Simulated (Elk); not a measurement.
## A self-consistent single point of SnSb (Fm-3m, 2 atoms in the cell) with Elk

Level of theory: PBEsol, all-electron FP-LAPW, Elk's shipped species files, default APW+lo basis (Elk 10.2.4).

Input as run:

```
tasks
  0

xctype
  22

rgkmax
  7.0

stype
  3

swidth
  0.00367493

scale
  8.202658277

avec
    0.0000000000    0.7071067812    0.7071067812
    0.7071067812    0.0000000000    0.7071067812
    0.7071067812    0.7071067812    0.0000000000

sppath
  './'

atoms
  2   : nspecies
  'Sn.in'   : spfname
  1   : natoms; atposl, bfcmt below
  0.5000000000  0.5000000000  0.5000000000    0.0 0.0 0.0
  'Sb.in'   : spfname
  1   : natoms; atposl, bfcmt below
  0.0000000000  0.0000000000  0.0000000000    0.0 0.0 0.0

ngridk
  12 12 12
```

The program printed (abridged):

```
│ Elk code version 10.2.4 │

All units are atomic (Hartree, Bohr, etc.)

│ Ground-state run starting from atomic densities │

Lattice vectors :
   0.000000000       5.800155292       5.800155292
   5.800155292       0.000000000       5.800155292
   5.800155292       5.800155292       0.000000000

Unit cell volume      :    390.2553449
Brillouin zone volume :   0.6356100351

Muffin-tin inner radius fraction :   0.1000000000E-01

Nuclei treated as point charges

Species :    1 (Sn)
 parameters loaded from : Sn.in
 name : tin
 nuclear charge    :   -50.00000000
 electronic charge :    50.00000000
 atomic mass :    216395.0920
 muffin-tin radius :    2.600000000
 number of radial points in muffin-tin :    597
 atomic positions (lattice), magnetic fields (Cartesian) :
   1 :   0.00000000  0.00000000  0.00000000    0.00000000  0.00000000  0.00000000

Species :    2 (Sb)
 parameters loaded from : Sb.in
 name : antimony
 nuclear charge    :   -51.00000000
 electronic charge :    51.00000000
 atomic mass :    221954.9019
 muffin-tin radius :    2.600000000
 number of radial points in muffin-tin :    597
 atomic positions (lattice), magnetic fields (Cartesian) :
   1 :   0.50000000  0.50000000  0.50000000    0.00000000  0.00000000  0.00000000

Total number of atoms per unit cell :    2

Spin treatment :
 spin-unpolarised

Number of Bravais lattice symmetries :   48
Number of crystal symmetries         :   48
Crystal has inversion symmetry
Real symmetric eigensolver will be used

k-point grid :     12    12    12
k-point offset :    0.000000000       0.000000000       0.000000000
k-point set is reduced with full crystal symmetry group
Total number of k-points :       72

Muffin-tin radius times maximum |G+k| :    7.000000000
 using average radius
Maximum |G+k| for APW functions       :    2.692307692
Maximum (1/2)|G+k|²                   :    3.624260355
Maximum |G| for potential and density :    12.00000000
 potential will be trimmed for |G| > 2 gkmax
Constant for pseudocharge density :    8
Radial integration step length :    4

G-vector grid sizes :     32    32    32
Number of G-vectors :    11311

Maximum angular momentum used for
 APW functions                      :    8
 outer part of muffin-tin           :    6
 inner part of muffin-tin           :    1

Total nuclear charge    :   -101.0000000
Total core charge       :    66.00000000
Total valence charge    :    35.00000000
Total excess charge     :    0.000000000
Total electronic charge :    101.0000000

Effective Wigner radius, rₛ :   0.9734484522

Number of empty states         :    8
Total number of valence states :   26
Total number of core states    :   66

Total number of local-orbitals :   32

Exchange-correlation functional :     22     0     0
 PBEsol, Phys. Rev. Lett. 100, 136406 (2008)
 gradient requirement :    1
 generalised gradient approximation (GGA)

Smearing type :    3
 Fermi-Dirac
Smearing width :   0.3674930000E-02
Effective electronic temperature (K) :    1160.451112

Mixing type :    3
 Broyden mixing, J. Phys. A: Math. Gen. 17, L317 (1984)

Kohn-Sham potential initialised from atomic data

│ Self-consistent loop started │
│ Loop number : 1 │
 total energy                :     -12663.3666769
│ Loop number : 2 │
 total energy                :     -12663.3622501
RMS change in Kohn-Sham potential (target) :   0.8648214869E-01 (  0.1000000000E-05)
Absolute change in total energy (target)   :   0.4426835741E-02 (  0.1000000000E-03)
│ Loop number : 3 │
 total energy                :     -12663.2540462
RMS change in Kohn-Sham potential (target) :   0.8473293191E-01 (  0.1000000000E-05)
Absolute change in total energy (target)   :   0.1093105490     (  0.1000000000E-03)
│ Loop number : 4 │
 total energy                :     -12661.0871520
RMS change in Kohn-Sham potential (target) :   0.5432934583E-01 (  0.1000000000E-05)
Absolute change in total energy (target)   :    2.194221844     (  0.1000000000E-03)
│ Loop number : 5 │
 total energy                :     -12658.7118770
RMS change in Kohn-Sham potential (target) :   0.2050420512E-01 (  0.1000000000E-05)
Absolute change in total energy (target)   :    2.923830494     (  0.1000000000E-03)
│ Loop number : 6 │
 total energy                :     -12657.6513572
RMS change in Kohn-Sham potential (target) :   0.5329129456E-02 (  0.1000000000E-05)
Absolute change in total energy (target)   :    1.791477449     (  0.1000000000E-03)
│ Loop number : 7 │
 total energy                :     -12657.2785790
RMS change in Kohn-Sham potential (target) :   0.1018111676E-03 (  0.1000000000E-05)
Absolute change in total energy (target)   :   0.8206475132     (  0.1000000000E-03)
│ Loop number : 8 │
 total energy                :     -12657.2772162
RMS change in Kohn-Sham potential (target) :   0.4100716352E-04 (  0.1000000000E-05)
Absolute change in total energy (target)   :   0.2065247125     (  0.1000000000E-03)
│ Loop number : 9 │
 total energy                :     -12657.2753498
RMS change in Kohn-Sham potential (target) :   0.2188386834E-04 (  0.1000000000E-05)
Absolute change in total energy (target)   :   0.5349761404E-01 (  0.1000000000E-03)
│ Loop number : 10 │
 total energy                :     -12657.2737960
RMS change in Kohn-Sham potential (target) :   0.6141257898E-05 (  0.1000000000E-05)
Absolute change in total energy (target)   :   0.1492818633E-01 (  0.1000000000E-03)
│ Loop number : 11 │
 total energy                :     -12657.2733564
RMS change in Kohn-Sham potential (target) :   0.1675989012E-05 (  0.1000000000E-05)
Absolute change in total energy (target)   :   0.4171621169E-02 (  0.1000000000E-03)
│ Loop number : 12 │
 total energy                :     -12657.2732589
RMS change in Kohn-Sham potential (target) :   0.4286455274E-06 (  0.1000000000E-05)
Absolute change in total energy (target)   :   0.1140441344E-02 (  0.1000000000E-03)
│ Loop number : 13 │
 total energy                :     -12657.2732403
RMS change in Kohn-Sham potential (target) :   0.1156436357E-06 (  0.1000000000E-05)
Absolute change in total energy (target)   :   0.3036948929E-03 (  0.1000000000E-03)
│ Loop number : 14 │
 total energy                :     -12657.2732400
RMS change in Kohn-Sham potential (target) :   0.4177826426E-07 (  0.1000000000E-05)
Absolute change in total energy (target)   :   0.7621308578E-04 (  0.1000000000E-03)
Convergence targets achieved

│ Loop number : 15 │

Energies :
 Fermi                       :     0.221090295310
 sum of eigenvalues          :     -7654.82322503
 electron kinetic            :      13339.1989542
 core electron kinetic       :      12954.5729049
 Coulomb                     :     -25665.9005014
 Coulomb potential           :     -20559.5124275
 nuclear-nuclear             :     -1045.73325068
 electron-nuclear            :     -28680.8220739
 Hartree                     :      4060.65482321
 Madelung                    :     -15386.1442876
 xc potential                :     -434.509751724
 exchange                    :     -324.447380770
 correlation                 :     -6.12307614883
 electron entropic           :    -0.123744442925E-02
 total energy                :     -12657.2732416

Density of states at Fermi energy :    28.13421036
 (states/Hartree/unit cell)

Estimated indirect band gap :   0.1676298842E-02
 from k-point     52 to k-point     12
Estimated direct band gap   :   0.2762792950E-01
 at k-point     34

Charges :
 core                        :    66.00000000
 valence                     :    35.00000000
 interstitial                :    3.946511975
 muffin-tins (core leakage)
  species :    1 (Sn)
   atom    1                 :    48.06869017     (  0.6723127517E-04)
  species :    2 (Sb)
   atom    1                 :    48.98479785     (  0.7940577599E-03)
 total in muffin-tins        :    97.05348803
 total calculated charge     :    100.9942065
 total charge                :    101.0000000
 error                       :   0.5793478478E-02

│ Self-consistent loop stopped │
```

The run converged in 15 iterations. The count includes the last loop, which Elk runs after its targets are met.

The starting cell comes from a database of computed structures (which also holds hypothetical and non-ambient phases and stackings), without a prior relaxation at this level. Spin-orbit coupling is off. Values depend on the basis (sphere radii, cutoffs, local orbitals), which need not be converged. The run gives no clean gap (levels at the Fermi energy touch, overlap or are partly filled at this smearing), which alone does not show that the compound is a metal. The log's line on a gap gives a spacing of levels on this mesh, which the program prints for metals too.
